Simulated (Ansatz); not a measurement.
Fluorite HfO2 (high-temperature phase), treated with r²SCAN+SOC (Ansatz, an electronic-structure program, PAW).

Settings: plane-wave cutoff 560 eV, 12×12×12 k mesh, Fermi–Dirac smearing 0.01 eV, PAW data made under PBE.

Pressure at four volumes; x = ln(V/10.774 Å³). One pressure is withheld.

| V (Å³/atom) | x | P (GPa) |
|---|---|---|
| 10.128 | -0.0618 | 19.11 |
| 10.774 | 0.0000 | 0.02 |
| 11.205 | 0.0392 | -9.79 |
| 11.421 | 0.0583 | ? |

Task: Pass a parabola P(x) through the three rows shown, estimate the bulk modulus and its pressure derivative near zero pressure, and predict the withheld pressure.

Result: Slopes between the rows: (0.02 − (19.11))/(0.0000 − (-0.0618)) = -308.90 and (-9.79 − (0.02))/(0.0392 − (0.0000)) = -250.26 GPa. Their difference over the span 0.1010 is c = 58.64/0.1010 = 580.6 GPa, so P(x) = 19.11 + (-308.90)(x − (-0.0618)) + 580.6 (x − (-0.0618))(x − (0.0000)). At the middle row B = −dP/dx = −[-308.90 + 580.6 × 0.0618] = 273.0 GPa, and B′ = dB/dP = 2c/B = 4.3. At x = 0.0583 the parabola gives -13.92 GPa; the run gives -13.98 GPa. The Birch–Murnaghan fit to the energies at all volumes has B0 = 271 GPa and B′ = 4.2.

Measured, for comparison: bulk modulus 242 ± 16 GPa (room temperature, not corrected to a static lattice, nanocrystalline cubic HfO2, second-order Birch-Murnaghan; as tabulated in High-pressure structural stability, equation of state, and thermal expansion …). Computed less measured: bulk modulus +12 %.

Note: symmetry holds this phase in the static calculation, where it need not be a minimum; held by symmetry at 0 K, a high-temperature phase can be a saddle point.
